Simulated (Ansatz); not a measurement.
Partial pair distribution functions of a relaxed model of amorphous In₉Ga₉Zn₉O₃₉W, broadened by 0.06 Å; density 5.97 g/cm³. Calculation: PBE, scalar-relativistic without spin-orbit coupling (plane waves to 420 eV, PAW; Ansatz, an electronic-structure program).

A CHGNet melt-quench gave the starting glass, which DFT then relaxed. O atoms were pushed apart under 1.9 Å during the dynamics, to hinder bonds among them. The hot cell started wider than the set density and was brought back towards it in steps. It is the lowest in DFT energy of 2 quenches. It is a model cell: composition and starting density were chosen by hand, and all elements were melted together. No dispersion term was used. Its density started from a set value of 5.97 and ended at 5.97 g/cm³. The quench (nominally 210 K/ps over its main leg) was far faster than any real one, so the model tends to hold more defects than a real film. One small periodic cell is one sample of the glass; other quenches scatter about these values. The volume was held where the preparation left it and the shape relaxed, at a PBE pressure of 1.9 GPa. Stress components on the final sampling reach 1.9 GPa.

```json
[
 {"r (Å)": "1.60", "g In-O": "0.00", "g Ga-O": "0.00", "g In-In": "0.00", "g Ga-Ga": "0.00"},
 {"r (Å)": "1.70", "g In-O": "0.00", "g Ga-O": "0.36", "g In-In": "0.00", "g Ga-Ga": "0.00"},
 {"r (Å)": "1.80", "g In-O": "0.00", "g Ga-O": "4.58", "g In-In": "0.00", "g Ga-Ga": "0.00"},
 {"r (Å)": "1.90", "g In-O": "0.05", "g Ga-O": "8.50", "g In-In": "0.00", "g Ga-Ga": "0.00"},
 {"r (Å)": "2.00", "g In-O": "1.52", "g Ga-O": "5.89", "g In-In": "0.00", "g Ga-Ga": "0.00"},
 {"r (Å)": "2.10", "g In-O": "6.44", "g Ga-O": "1.92", "g In-In": "0.00", "g Ga-Ga": "0.00"},
 {"r (Å)": "2.20", "g In-O": "6.54", "g Ga-O": "0.26", "g In-In": "0.00", "g Ga-Ga": "0.00"},
 {"r (Å)": "2.30", "g In-O": "3.53", "g Ga-O": "0.20", "g In-In": "0.00", "g Ga-Ga": "0.00"},
 {"r (Å)": "2.40", "g In-O": "1.44", "g Ga-O": "0.02", "g In-In": "0.00", "g Ga-Ga": "0.00"},
 {"r (Å)": "2.50", "g In-O": "0.60", "g Ga-O": "0.00", "g In-In": "0.00", "g Ga-Ga": "0.00"},
 {"r (Å)": "2.60", "g In-O": "0.18", "g Ga-O": "0.00", "g In-In": "0.00", "g Ga-Ga": "0.00"},
 {"r (Å)": "2.70", "g In-O": "0.01", "g Ga-O": "0.01", "g In-In": "0.00", "g Ga-Ga": "0.00"},
 {"r (Å)": "2.80", "g In-O": "0.01", "g Ga-O": "0.20", "g In-In": "0.00", "g Ga-Ga": "0.00"},
 {"r (Å)": "2.90", "g In-O": "0.15", "g Ga-O": "0.43", "g In-In": "0.00", "g Ga-Ga": "0.09"},
 {"r (Å)": "3.00", "g In-O": "0.23", "g Ga-O": "0.23", "g In-In": "0.00", "g Ga-Ga": "0.99"},
 {"r (Å)": "3.10", "g In-O": "0.06", "g Ga-O": "0.16", "g In-In": "0.01", "g Ga-Ga": "0.87"},
 {"r (Å)": "3.20", "g In-O": "0.15", "g Ga-O": "0.28", "g In-In": "0.69", "g Ga-Ga": "2.70"},
 {"r (Å)": "3.30", "g In-O": "0.28", "g Ga-O": "0.54", "g In-In": "3.28", "g Ga-Ga": "3.64"},
 {"r (Å)": "3.40", "g In-O": "0.52", "g Ga-O": "0.94", "g In-In": "2.94", "g Ga-Ga": "2.59"},
 {"r (Å)": "3.50", "g In-O": "0.53", "g Ga-O": "0.89", "g In-In": "3.13", "g Ga-Ga": "1.73"},
 {"r (Å)": "3.60", "g In-O": "0.67", "g Ga-O": "0.73", "g In-In": "3.70", "g Ga-Ga": "1.80"},
 {"r (Å)": "3.70", "g In-O": "0.36", "g Ga-O": "0.93", "g In-In": "2.44", "g Ga-Ga": "1.35"},
 {"r (Å)": "3.80", "g In-O": "0.81", "g Ga-O": "1.16", "g In-In": "1.32", "g Ga-Ga": "0.38"},
 {"r (Å)": "3.90", "g In-O": "1.45", "g Ga-O": "1.21", "g In-In": "0.24", "g Ga-Ga": "0.02"},
 {"r (Å)": "4.00", "g In-O": "1.53", "g Ga-O": "1.65", "g In-In": "1.48", "g Ga-Ga": "0.27"},
 {"r (Å)": "4.10", "g In-O": "1.60", "g Ga-O": "1.59", "g In-In": "1.32", "g Ga-Ga": "0.64"},
 {"r (Å)": "4.20", "g In-O": "1.33", "g Ga-O": "1.55", "g In-In": "0.12", "g Ga-Ga": "0.39"},
 {"r (Å)": "4.30", "g In-O": "0.99", "g Ga-O": "1.30", "g In-In": "0.00", "g Ga-Ga": "0.70"},
 {"r (Å)": "4.40", "g In-O": "1.55", "g Ga-O": "1.31", "g In-In": "0.00", "g Ga-Ga": "0.65"},
 {"r (Å)": "4.50", "g In-O": "1.78", "g Ga-O": "1.07", "g In-In": "0.00", "g Ga-Ga": "0.43"},
 {"r (Å)": "4.60", "g In-O": "1.50", "g Ga-O": "1.17", "g In-In": "0.06", "g Ga-Ga": "0.54"}
]
```

Within 2.68 Å each In has 5.67 O neighbours on average.
